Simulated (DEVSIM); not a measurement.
Device: Co/SiO2/p-Ge capacitor, at 300 K.

| layer (left to right) | material | thickness (nm) | Na (cm⁻³) |
|---|---|---|---|
| 1 | SiO2 | 2.70 | - |
| 2 | Ge | 1800 | 1.1e17 |

Metal gate on the left, work function 5 eV. Fixed charge at the semiconductor interface 0 cm⁻² (in units of +e); interface traps 1e12 cm⁻² eV⁻¹, uniform in energy, neutral level at 0.3 of the gap above the valence band.

This is a model device: material constants are rounded textbook-type values typed into the input, and sizes, dopings and lifetimes were drawn at random. Values at 300 K.

```
parameter      SiO2       Ge
-------------  ----  -------
gap (eV)          9    0.664
affinity (eV)   0.9        4
permittivity    3.9       16
Nc (cm⁻³)         -  1.04e19
Nv (cm⁻³)         -     6e18
```

Model (solved in DEVSIM): 1D Poisson equation in equilibrium, Boltzmann statistics, complete ionisation; no quantum confinement or tunnelling. Metal contacts follow the ideal Schottky-Mott rule: no Fermi-level pinning, no interface dipoles.

Tabulate band edges, carrier densities and field at 0.8 V on the gate.

Energies count from the Fermi level of the right contact; mesh points crowd at the junctions.

| x (μm) | Ec (eV) | Ev (eV) | n (cm⁻³) | p (cm⁻³) | field (V/cm) |
|---|---|---|---|---|---|
| 0.000 | 3.300 | -5.700 | < 1e2 | < 1e2 | 390000 |
| 0.0008298 | 3.332 | -5.668 | < 1e2 | < 1e2 | 390000 |
| 0.001705 | 3.366 | -5.634 | < 1e2 | < 1e2 | 390000 |
| 0.002547 | 3.398 | -5.602 | < 1e2 | < 1e2 | 390000 |
| 0.003985 | 0.313 | -0.351 | 5.7e13 | 7.7e12 | 74000 |
| 0.006353 | 0.331 | -0.333 | 2.9e13 | 1.5e13 | 71000 |
| 0.01102 | 0.362 | -0.302 | 8.5e12 | 5.2e13 | 65000 |
| 0.02518 | 0.443 | -0.221 | 3.8e11 | 1.2e15 | 48000 |
| 0.04807 | 0.521 | -0.143 | 1.8e10 | 2.4e16 | 22000 |
| 0.09008 | 0.558 | -0.106 | 4.4e9 | 9.9e16 | 1800 |
| 0.1758 | 0.561 | -0.103 | 4.0e9 | 1.1e17 | ≈ 0 |
| 0.4363 | 0.561 | -0.103 | 4.0e9 | 1.1e17 | ≈ 0 |
| 0.8572 | 0.561 | -0.103 | 4.0e9 | 1.1e17 | ≈ 0 |
| 1.314 | 0.561 | -0.103 | 4.0e9 | 1.1e17 | ≈ 0 |
| 1.601 | 0.561 | -0.103 | 4.0e9 | 1.1e17 | ≈ 0 |
| 1.701 | 0.561 | -0.103 | 4.0e9 | 1.1e17 | ≈ 0 |
| 1.751 | 0.561 | -0.103 | 4.0e9 | 1.1e17 | ≈ 0 |
| 1.777 | 0.561 | -0.103 | 4.0e9 | 1.1e17 | ≈ 0 |
| 1.793 | 0.561 | -0.103 | 4.0e9 | 1.1e17 | ≈ 0 |
| 1.798 | 0.561 | -0.103 | 4.0e9 | 1.1e17 | ≈ 0 |
| 1.801 | 0.561 | -0.103 | 4.0e9 | 1.1e17 | ≈ 0 |
| 1.803 | 0.561 | -0.103 | 4.0e9 | 1.1e17 | ≈ 0 |
